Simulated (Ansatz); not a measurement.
The starting structures come from a database of crystals and need not be the phases stable at ambient conditions.

 Where the default PAW files enter, the runs use the earlier of Ansatz's two default sets.

Tunnelling through a barrier is set by its complex band structure: the current falls as exp(−2κd) with the smallest κ.

Consider the following.

```xyz
7
Lattice="4.2738 0.0000 0.0000 -2.1369 3.7013 0.0000 2.1369 1.2338 7.8447" Properties=species:S:1:pos:R:3 pbc="T T T"
Li     0.0000     2.4675     2.2710
Li     4.2738     2.4675     5.5737
Li     2.1369     3.7013     3.2472
Li     2.1369     1.2338     4.5975
Sr     0.0000     0.0000     0.0000
P      2.1369     1.2338     2.0677
P      2.1369     3.7013     5.7770
```

Space group of this cell: R-3m. The cell is taken as given; by PBEsol its mean pressure is -0.9 GPa.

Transport runs along the normal of the first two printed cell vectors, the (001) plane of the conventional cell.

The gap is the functional's own. No spin-orbit coupling. Mid-gap values are interpolated on the energy grid.

Question: Predict the band gap and the smallest decay constant κ at mid-gap from PBEsol run with Ansatz (an electronic-structure program).

Answer: Gap 0.89 eV on a 8×8×8 mesh; κ = 0.124 1/Å, at the zone centre.
